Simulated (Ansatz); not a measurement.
The starting structures come from a database of crystals and need not be the phases stable at ambient conditions.

Data:

```xyz
12
Lattice="7.0575 0.0000 0.0000 0.8079 8.5750 0.0000 1.1390 -1.9822 3.2940" Properties=species:S:1:pos:R:3 pbc="T T T"
K      5.7352     4.4363     0.6864
K      3.2691     2.1564     2.6076
La     3.1670     7.3347     0.8783
La     5.8374    -0.7420     2.4157
Pd     0.5348     1.5201     0.7298
Pd     8.4696     5.0727     2.5642
O      5.6455     1.5695     1.4327
O      3.3588     5.0233     1.8614
O      5.4247     7.3470     0.1050
O      3.5796    -0.7543     3.1890
O      1.0300     0.2717     2.2477
O      7.9743     6.3210     1.0463
```

Space group of this cell: C2/m. The cell is taken as given; by r2SCAN its mean pressure is -2.9 GPa.

Transport runs along the normal of the first two printed cell vectors.

The gap is the functional's own. No spin-orbit coupling. Mid-gap values are interpolated on the energy grid.

Predict the band gap and the smallest decay constant κ at mid-gap from r2SCAN (Ansatz, a program for electronic structure).

Gap 0.73 eV on a 10×10×10 mesh; κ = 0.139 1/Å, at (0.500, 0.000) of the in-plane reciprocal vectors. At the zone centre, at the nearest computed energy, the slowest state has κ = 0.17 1/Å.
